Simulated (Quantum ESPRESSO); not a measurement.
Quantum ESPRESSO run on TiO₂ (I4_1/amd, 6 atoms in the cell): self-consistent single point.

Method: PBE, PseudoDojo standard norm-conserving (PBE) pseudopotentials (plane waves; Quantum ESPRESSO).

The change in words: lattice scaled by 0.98. Reference geometry:
```
CELL_PARAMETERS angstrom
     -1.89250     1.89250     4.75500
      1.89250    -1.89250     4.75500
      1.89250     1.89250    -4.75500
ATOMIC_POSITIONS crystal
  Ti 0.75000 0.25000 0.50000
  Ti 0.00000 0.00000 0.00000
  O  0.54200 0.04200 0.50000
  O  0.79200 0.79200 0.00000
  O  0.20800 0.20800 0.00000
  O  0.95800 0.45800 0.50000
```

Reference input (self-consistent single point, DFT, PBE, plane waves, PseudoDojo standard norm-conserving (PBE) pseudopotentials): ecutwfc = 85 Ry; occupations = smearing; smearing = fd; degauss = 0.0036749 Ry; potentials = {Ti: Ti.upf, O: O.upf}; K_POINTS = automatic 6 6 6 0 0 0; conv_thr = 1e-09 Ry; mixing_beta = 0.3. This run's input differs from it in these lines:

```diff
@@ -34,5 +34,5 @@
 CELL_PARAMETERS {bohr}
-  -3.57630669     3.57630669     8.98564772
-   3.57630669    -3.57630669     8.98564772
-   3.57630669     3.57630669    -8.98564772
+  -3.50478056     3.50478056     8.80593477
+   3.50478056    -3.50478056     8.80593477
+   3.50478056     3.50478056    -8.80593477
```

Output (repeated stretches shortened):

```
     Self-consistent Calculation

     iteration #  1     ecut=    85.00 Ry     beta= 0.30

     total energy              =    -369.90165355 Ry
     estimated scf accuracy    <       2.71869542 Ry

     iteration #  2     ecut=    85.00 Ry     beta= 0.30

     total energy              =    -370.32035681 Ry
     estimated scf accuracy    <       0.08921487 Ry

     iteration #  3     ecut=    85.00 Ry     beta= 0.30

     total energy              =    -370.38444320 Ry
     estimated scf accuracy    <       0.21010181 Ry

   [... 12 blocks of this kind left out ...]

     iteration # 16     ecut=    85.00 Ry     beta= 0.30

     total energy              =    -370.41253475 Ry
     estimated scf accuracy    <       0.00000001 Ry

     iteration # 17     ecut=    85.00 Ry     beta= 0.30
     End of self-consistent calculation

     the Fermi energy is     9.3716 ev

!    total energy              =    -370.41253475 Ry
     estimated scf accuracy    <          1.5E-10 Ry
     smearing contrib. (-TS)   =      -0.00000000 Ry
     internal energy E=F+TS    =    -370.41253475 Ry

     convergence has been achieved in  17 iterations

     Forces acting on atoms (cartesian axes, Ry/au):

     atom    1 type  1   force =     0.00000000    0.00000000   -0.00000000
     atom    2 type  1   force =     0.00000000   -0.00000000    0.00000000
     atom    3 type  2   force =     0.00000000    0.00000000   -0.01956509
     atom    4 type  2   force =     0.00000000    0.00000000   -0.01956509
     atom    5 type  2   force =     0.00000000    0.00000000    0.01956509
     atom    6 type  2   force =    -0.00000000    0.00000000    0.01956509

     Total force =     0.039130     Total SCF correction =     0.000007

          total   stress  (Ry/bohr**3)                   (kbar)     P=      203.10
   0.00131861  -0.00000000  -0.00000000          193.97       -0.00       -0.00
  -0.00000000   0.00131861  -0.00000000           -0.00      193.97       -0.00
  -0.00000000  -0.00000000   0.00150466           -0.00       -0.00      221.34

   JOB DONE.
```

The run converged in 17 iterations. Against the reference run the free energy goes up by 50.6 meV/atom, the pressure goes from 4.72 to 20.31 GPa, the largest force goes from 0.105 to 0.503 eV/Å and the gap on the mesh goes from 2.192 to 2.327 eV.

The starting cell has typed, rounded lattice constants, without a prior relaxation at this level. For this run, on top of that: lattice scaled by 0.98. With a pressure of about 20 GPa the cell is away from its equilibrium volume at this level.

Cost on one core of a shared machine: roughly 4 min.
